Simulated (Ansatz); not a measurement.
Consider BN in the zinc blende structure (space group F-43m, No. 216).

```yaml
crystal:
  lattice:
    - [0.00000, 1.79027, 1.79027]
    - [1.79027, 0.00000, 1.79027]
    - [1.79027, 1.79027, 0.00000]
  atoms:
    - { symbol: B, position: [0.00000, 0.00000, 0.00000] }
    - { symbol: N, position: [0.25000, 0.25000, 0.25000] }
```

Cartesian axes are those of the cell as printed.

All numbers come from LDA, PAW, 420 eV (Ansatz, a quantum-chemistry and plane-wave program; scalar-relativistic without spin-orbit coupling).

Base values:

The pressure is -0.01 GPa and the shortest interatomic distance is 1.550 Å. The valence-band top at Γ is 0.00, 0.00, 0.00 eV. The band gap is 4.39 eV.

Modification: the cell is stretched by 1.50 % along z with no lateral relaxation, atoms relaxed at fixed cell.

Problem. Predict the new pressure, shortest interatomic distance, valence-band top at Γ, band gap and energy relative to the base.

Solution. The pressure (mean of the normal stresses, compression positive) shrinks by 5.829 GPa, from -0.01 GPa to -5.83 GPa; the shortest interatomic distance increases by 0.008 Å (1.550 Å → 1.558 Å); the valence-band top at Γ (three highest levels, from the VBM) changes from 0.00, 0.00, 0.00 eV to 0.00, 0.00, -0.15 eV; the band gap decreases by 0.15 eV to 4.24 eV; the energy goes up by 3.3 meV/atom.

The cells carry an imposed strain or load. Whether these cells are dynamically stable was not tested.
